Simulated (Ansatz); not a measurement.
Short convergence ladders for FeO (R3m, 4 atoms in the cell)

```xyz
4
Lattice="4.3170 2.1585 2.1585 2.1585 4.3170 2.1585 2.1585 2.1585 4.3170" Properties=species:S:1:pos:R:3 pbc="T T T"
Fe     0.0289     0.0289     0.0289
Fe     4.3170     4.3170     4.3170
O      2.1585     2.1585     2.1585
O      6.4755     6.4755     6.4755
```
Moments meant for the start (each program seeds them in its own way; μB, in the order of the atoms Fe Fe O O): 4.0 -4.0 0.0 0.0.

Base method: PBEsol, default PAW files made with PBE (plane waves; Ansatz, a quantum-chemistry and plane-wave program).

Base settings: basis.ecutwfc = 30.9 Ry; kpoints.mp_grid.grid = 9 9 9; hamiltonian.xc = pbesol; hamiltonian.pseudopotentials = {kind: paw} (the program's default PAW files); magnetization.spin_polarized = true; scf.occupations.method = fermi_dirac; scf.occupations.width = 0.0007 Ry.

The count of work is k-points × plane waves × bands × iterations; it is no time. Core times come from one kind of shared machine, to one figure; runs under 30 s give none.

**The k-point mesh at a smearing width of 0.02 eV**

In this ladder: scf.occupations.width = 0.0015 Ry.

Only quantities that move along the ladder and can be compared are tabulated.

```csv
kpoints.mp_grid.grid,free energy less the last step's (meV/atom),pressure (GPa),largest difference of a force vector from the last step's (eV/Å),count of work / last,core time / last (rough)
5 5 5,5.74,-10.91,0.083,0.026,–
6 6 6,-0.65,-11.03,0.038,0.036,–
8 8 8,1.16,-10.95,0.018,0.089,–
9 9 9,1.56,-10.97,0.010,0.11,–
11 11 11,-0.65,-11.00,0.003,0.16,–
14 14 14,0.17,-11.00,0.006,0.37,0.3
17 17 17,0.20,-11.00,0.002,0.63,0.4
20 20 20,0.00,-10.99,0.000,1.0,1
```

Coarsest kpoints.mp_grid.grid that holds the free energy within 5 meV/atom of the last step, with all finer ones: 6 6 6, at 0.036 of the last step's count of work; the step before is off by 5.7 meV/atom.

Coarsest kpoints.mp_grid.grid that holds the forces within 0.02 eV/Å of the last step, with all finer ones: 8 8 8, at 0.089 of the last step's count of work; the step before is off by 0.038 eV/Å.

Coarsest kpoints.mp_grid.grid that holds the pressure within 0.05 GPa of the last step, with all finer ones: 6 6 6, at 0.036 of the last step's count of work; the step before is off by 0.08 GPa.

**The width of Fermi-Dirac smearing**

In this ladder: kpoints.mp_grid.grid = 15 15 15.

Narrow widths need finer meshes than wide ones, so the last steps can hold mesh noise.

Only quantities that move along the ladder and can be compared are tabulated; pressure and forces are left out, as mesh noise rules them at narrow widths.

The magnetic state is not the same in all runs (site moments differ, or a search went on to a lower state), so steps between rows are not convergence errors alone.

```csv
scf.occupations.width,free energy less the last step's (meV/atom),energy extrapolated to zero width less the last step's (meV/atom)
0.0735 Ry,-1559.23,14.33
0.0367 Ry,-353.95,-15.41
0.022 Ry,-137.27,-16.21
0.0147 Ry,-64.02,-5.10
0.0073 Ry,-13.19,0.04
0.0037 Ry,0.00,0.00
```

Widest scf.occupations.width that holds the energy extrapolated to zero width within 1 meV/atom of the last step, with all finer ones: 0.0073 Ry; the step before is off by 5.1 meV/atom.

Widest scf.occupations.width that holds the free energy within 5 meV/atom: not settled: the last two steps still differ by 13 meV/atom, over half the tolerance, so the ladder does not show it.

**The width of cold smearing**

In this ladder: kpoints.mp_grid.grid = 15 15 15; scf.occupations.method = cold.

Narrow widths need finer meshes than wide ones, so the last steps can hold mesh noise.

Only quantities that move along the ladder and can be compared are tabulated; pressure and forces are left out, as mesh noise rules them at narrow widths.

| scf.occupations.width | free energy less the last step's (meV/atom) |
|---|---|
| 0.0735 Ry | -63.49 |
| 0.0367 Ry | -15.94 |
| 0.022 Ry | -1.96 |
| 0.0147 Ry | 0.28 |
| 0.0073 Ry | 0.36 |
| 0.0037 Ry | 0.00 |

Widest scf.occupations.width that holds the free energy within 1 meV/atom of the last step, with all finer ones: 0.0147 Ry; the step before is off by 2.0 meV/atom.

On the base run: the starting cell has typed, rounded lattice constants, without a prior relaxation at this level. Its lattice was rescaled by up to half a per cent. One atom was moved a little off its site on purpose. The magnetic order is the one reached from the typed start; others were not searched systematically. The program warned that, by what it read of turns of the moments, another magnetic order lies lower. In the base run, with a pressure of about -11 GPa the cell is away from its equilibrium volume at this level. Ansatz's pressure includes its estimate of the finite-basis (Pulay) stress.

Left out of this page: 4 runs of the series outside the window shown, repeating another row's setting, or not comparable; 1 run of the series stopped by limits of time or memory.

Keys are those of Ansatz 0.2.
